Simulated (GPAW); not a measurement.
## Several settings converged on HgTe (R3m, 2 atoms in the cell)

```xyz
2
Lattice="0.0000 3.2138 3.2138 3.2138 0.0000 3.2138 3.2138 3.2138 0.0000" Properties=species:S:1:pos:R:3 pbc="T T T"
Hg     0.0289     0.0289     0.0289
Te     1.6069     1.6069     1.6069
```

Base method: PBEsol, GPAW PAW datasets PBEsol (made by gpaw-setup) (plane waves; GPAW).

Base settings: mode = pw; ecut = 550 eV; xc = PBEsol; kpts = 3 3 3; mesh shift (steps) = 0 0 0; occupations.name = fermi-dirac; occupations.width = 0.01 eV; nbands = -6; convergence.density = 1e-05 e/electron; convergence.energy = 1e-05 eV/electron.

The count of work is k-points × plane waves × bands × iterations; it is no time. Core times come from one kind of shared machine, to one figure; runs under 30 s give none.

**The k-point mesh at a smearing width of 0.3 eV**

In this ladder: occupations.width = 0.3 eV; nbands = -8; convergence.bands = default.

Only quantities that move along the ladder and can be compared are tabulated.

```csv
kpts,free energy less the last step's (meV/atom),pressure (GPa),count of work / last,core time / last (rough)
3 3 3,139.81,3.42,0.0095,–
4 4 4,36.83,2.44,0.022,–
5 5 5,10.60,2.11,0.027,–
6 6 6,3.20,2.00,0.061,–
7 7 7,0.99,1.96,0.080,–
8 8 8,0.30,1.94,0.098,–
10 10 10,0.03,1.94,0.21,0.2
14 14 14,0.00,1.94,0.57,0.6
17 17 17,0.00,1.94,1.0,1
```

Coarsest kpts that holds the free energy within 0.5 meV/atom of the last step, with all finer ones: 8 8 8, at 0.098 of the last step's count of work; the step before is off by 0.99 meV/atom.

Coarsest kpts that holds the pressure within 0.1 GPa of the last step, with all finer ones: 6 6 6, at 0.061 of the last step's count of work; the step before is off by 0.18 GPa.

**The width of Methfessel-Paxton smearing**

In this ladder: kpts = 5 5 5; occupations.name = methfessel-paxton; nbands = -8; convergence.bands = default; occupations.order = 1.

Narrow widths need finer meshes than wide ones, so the last steps can hold mesh noise.

Only quantities that move along the ladder and can be compared are tabulated; pressure and forces are left out, as mesh noise rules them at narrow widths.

| occupations.width | free energy less the last step's (meV/atom) |
|---|---|
| 1 eV | 16.72 |
| 0.5 eV | 1.90 |
| 0.3 eV | -0.23 |
| 0.2 eV | -0.38 |
| 0.1 eV | -0.12 |
| 0.05 eV | 0.00 |

Widest occupations.width that holds the free energy within 1 meV/atom of the last step, with all finer ones: 0.3 eV; the step before is off by 1.9 meV/atom.

On the base run: the starting cell has typed, rounded lattice constants, without a prior relaxation at this level. Its lattice was rescaled by up to half a per cent. One atom was moved a little off its site on purpose. In the base run, with a pressure of about 3 GPa the cell is away from its equilibrium volume at this level. The run gives no clean gap (levels at the Fermi energy touch, overlap or are partly filled at this smearing), which alone does not show that the compound is a metal. Without a gap this mesh is coarse (it stands for a supercell whose shortest vector is 14 Å).

Left out of this page: 2 runs of the series outside the window shown, repeating another row's setting, or not comparable.
